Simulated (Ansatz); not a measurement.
Consider a periodic stack without vacuum, fcc Pt (1 1 1) on zinc-blende InSb (1 1 1) (film strained to the substrate, started from cuts of the bulks and a machine-learned relaxation; slabs In4Sb4 and Pt12, which can lie off the formulas): substrate slab In4Sb4, film Pt12, surface cells [[0, -1], [1, -1]] and [[-2, 1], [-1, -1]], film strained by -3.5 and -3.5 %, outermost planes In/Sb and Pt/Pt as cut, which need not be the usual terminations and can put a slab off its formula. Its start:

```xyz
20
Lattice="4.6934 0.0000 0.0157 2.3467 4.0646 0.0277 -1.0904 -0.5563 24.6764" Properties=species:S:1:pos:R:3 pbc="T T T"
In     1.7337     1.9755     1.0660
In     4.1111     3.0799     5.1045
In     4.1404     0.3950     8.9684
In     1.5771     1.7884    12.8474
Sb     4.0767     3.2863     2.1530
Sb     4.1065     0.3706     6.0813
Sb     1.7938     1.7430     9.9640
Sb     3.9108     3.1397    14.0508
Pt     5.4286     3.1275    16.2889
Pt     3.0531     1.7549    16.2150
Pt     0.7053     0.4345    16.2055
Pt     4.6071     1.7561    18.6645
Pt     2.2584     0.4088    18.6508
Pt     2.2641     3.1140    18.6598
Pt     3.7922     0.3989    21.0594
Pt     3.8160     3.0780    21.0540
Pt     1.4829     1.7548    21.0745
Pt     5.3553     3.0998    23.4378
Pt     3.0030     1.7334    24.2492
Pt     0.6642     0.3330    23.2830
```

The start was prepared with a machine-learned potential, and the result is one local minimum, with the in-plane cell held and forces under 0.04 eV/Å; the film can end far from its bulk form.

These are PBE (plane waves to 420 eV, PAW; Ansatz, a program for electronic structure) values and carry that method's errors. Spin–orbit coupling is left out; the runs are not spin-polarised. Its k-point mesh 8×8×1, Fermi–Dirac width 0.05 eV.

Question: Predict the relaxed interface.

Answer: 
```
Item                                                                                        Value
--------------------------------------------------------------------------------  ---------------
interface area                                                                            19.1 Å²
period                                                                                    24.80 Å
heights between the nearest atoms of the two slabs at the two interfaces          2.21 and 2.35 Å
In–Pt contacts across the interfaces within 1.22 times the sum of covalent radii   3, mean 2.84 Å
Pt–Sb contacts across the interfaces within 1.22 times the sum of covalent radii   3, mean 2.72 Å
```
